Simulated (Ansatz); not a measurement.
# (Au,Pt): Au₇Pt

A 32-atom cell of (Au,Pt) started in the face-centred cubic structure, site fractions Au 0.875, Pt 0.125, short-range order 0.00 among the nearest mixed sites of the first mixed sublattice (0 is random, a negative value favours unlike neighbours), space group P1 at the end.

The numbers are results of PBE (plane waves to 420 eV, PAW; Ansatz, a first-principles code), not measurements. Scalar-relativistic, without spin–orbit coupling. Its k-point mesh 5×5×5, Fermi–Dirac width 0.05 eV.

| Quantity | Result |
|---|---|
| volume per atom | 17.64 Å³ |
| Au–Au bonds (within 1.22 times the sum of covalent radii) | 2.928 Å on average, from 2.872 to 2.983 (147) |
| Au–Pt bonds (within 1.22 times the sum of covalent radii) | 2.902 Å on average, from 2.863 to 2.945 (42) |
| Pt–Pt bonds (within 1.22 times the sum of covalent radii) | 2.884 Å on average, from 2.876 to 2.894 (3) |

```
CELL_PARAMETERS angstrom
     -0.00493    -0.00151     8.22584
      8.30133    -0.00035    -0.00493
     -0.00035     8.26441    -0.00151
ATOMIC_POSITIONS crystal
  Au 0.00071 0.50005 0.99975
  Au 0.00235 0.75224 0.25048
  Au 0.25103 0.75310 0.99851
  Au 0.00409 0.00015 0.99977
  Au 0.00364 0.24785 0.25171
  Au 0.00268 0.49751 0.50036
  Au 0.00202 0.75207 0.74963
  Au 0.25058 0.24686 0.99972
  Au 0.25032 0.49827 0.25167
  Au 0.25127 0.75223 0.50167
  Au 0.49883 0.50230 0.99793
  Au 0.49735 0.75255 0.25025
  Au 0.74796 0.75092 0.99814
  Au 0.00486 0.00082 0.50039
  Au 0.00389 0.24754 0.74837
  Pt 0.25056 0.00145 0.25205
  Pt 0.25054 0.24541 0.50032
  Au 0.25099 0.49975 0.74874
  Au 0.49664 0.99923 0.99829
  Au 0.49683 0.24831 0.25172
  Au 0.49749 0.49989 0.50163
  Pt 0.49709 0.75287 0.74965
  Au 0.74969 0.24975 0.99950
  Au 0.74966 0.50045 0.25025
  Au 0.74795 0.75030 0.50177
  Pt 0.25180 0.99948 0.74842
  Au 0.49617 0.99991 0.50141
  Au 0.49647 0.24835 0.74808
  Au 0.75001 0.00008 0.25001
  Au 0.74989 0.24948 0.50037
  Au 0.74809 0.50187 0.74962
  Au 0.74854 0.99897 0.74984
```
